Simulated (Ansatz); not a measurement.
Base system: P in the black-P type structure (space group Cmce, No. 64; a = 3.302 Å, b = 10.691 Å, c = 4.467 Å; layered, stacked along the Cartesian y axis).

All numbers come from r2SCAN+rVV10 (Ansatz, a program for electronic structure, PAW, no spin-orbit coupling).

Base values:

| Quantity | Value |
|---|---|
| Pressure | 0.0 GPa |

Perturbation: every lattice vector is shortened by 0.76 %; the atoms relax in the strained cell.

### Question
Estimate the effect on the energy relative to the base.

### Answer
The energy goes up by 1.5 meV/atom.

### Question
Predict the new largest internal atomic displacement.

### Answer
The largest internal atomic displacement amounts to 0.013 Å.

### Question
Predict the new pressure.

### Answer
The pressure (mean of the normal stresses, compression positive) goes from zero to 1.1 GPa.

Whether these cells are dynamically stable was not tested. Gaps under 0.05 eV, about the width of the smearing, are given as zero.
